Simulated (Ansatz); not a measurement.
Competing hops of Ca vacancy in rock-salt CaO, charge state -2

System: Ca vacancy in rock-salt CaO (charge state -2). Level of theory: PBE, PAW (plane waves to 420 eV; Ansatz, an electronic-structure program).

64-site cell at the relaxed PBE lattice, the Γ point alone, smearing 0.01 eV, spin-restricted, no finite-size correction. Energies are static. The charge state is imposed; whether it is stable for some Fermi level was not computed. Forms of the defect that were not tried may lie lower.

Barriers: single points on a 2×2×2 k-point mesh shifted by half a step at the bands' geometries (they differ from the bands' own by up to 0.15 eV, and are uncertain by about as much).

```json
[
 {"Route": "one Ca atom jumps into the vacancy from a nearby Ca site", "Start site over the lowest site run (eV)": "0.00", "Hop (Å)": "3.22", "Forward barrier (eV)": "1.92", "Backward barrier (eV)": "1.92", "Neighbours at the start": "2 O at 2.36, 2 O at 2.41, 2 O at 2.49 Å", "Neighbours at the saddle": "2 O at 2.10, 2 O at 2.49 Å", "Saddle order": "not checked, on a symmetry element", "Forward, on the band's own sampling (eV)": "1.77"}
]
```

Paths come from CI-NEB runs.  A band can be held on a symmetry element, so unchecked saddle points there may be too high.
